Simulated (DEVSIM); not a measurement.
System: In0.52Al0.48As/In0.53Ga0.47As p-n heterojunction, at 300 K.

Layer 1 from the left is In0.52Al0.48As, thickness (μm) 0.0580, Na (cm⁻³) 3.2e16, τn (s) 3.3e-10, τp (s) 3.3e-10. Layer 2 from the left is In0.53Ga0.47As, thickness (μm) 0.110, Nd (cm⁻³) 5e15, τn (s) 3.3e-10, τp (s) 3.3e-10.

Left contact: ohmic. Right contact: ohmic. Voltage is applied to the left contact. Recombination: SRH at mid-gap, Auger. Mobility is μmin + (μ − μmin)/(1 + (N/Nref)^α).

The device is made up for the run: typed textbook-type constants, with dimensions and the other settings drawn at random. Values at 300 K.

In0.52Al0.48As: gap (eV) 1.45, affinity (eV) 4, permittivity 12.5, Nc (cm⁻³) 5.1e17, Nv (cm⁻³) 1.1e19, μn (cm²/Vs) 4000, μp (cm²/Vs) 75, μn,min 800, μp,min 10, Nref,n 3e16, Nref,p 1e17, αn 1.1, αp 0.6, Cn (cm⁶/s) 1e-30, Cp (cm⁶/s) 1e-30. In0.53Ga0.47As: gap (eV) 0.74, affinity (eV) 4.51, permittivity 13.9, Nc (cm⁻³) 2.1e17, Nv (cm⁻³) 7.7e18, μn (cm²/Vs) 12000, μp (cm²/Vs) 300, μn,min 300, μp,min 10, Nref,n 1.3e17, Nref,p 4.9e17, αn 0.48, αp 0.4, Cn (cm⁶/s) 5e-29, Cp (cm⁶/s) 5e-29.

DEVSIM, 1D drift-diffusion, Boltzmann statistics, complete ionisation; no tunnelling, impact ionisation, image-force lowering or self-heating. Band offsets follow the typed affinities; no thermionic-emission limit at abrupt steps, no polarisation charge.

Q: What does the simulation give for the largest field in the device at zero bias, the potential step across the device at zero bias, the dark forward voltage at 1 A/cm²?

A: largest field in the device at zero bias 52000 V/cm; potential step across the device at zero bias 0.692 V; dark forward voltage at 1 A/cm² 0.235 V.
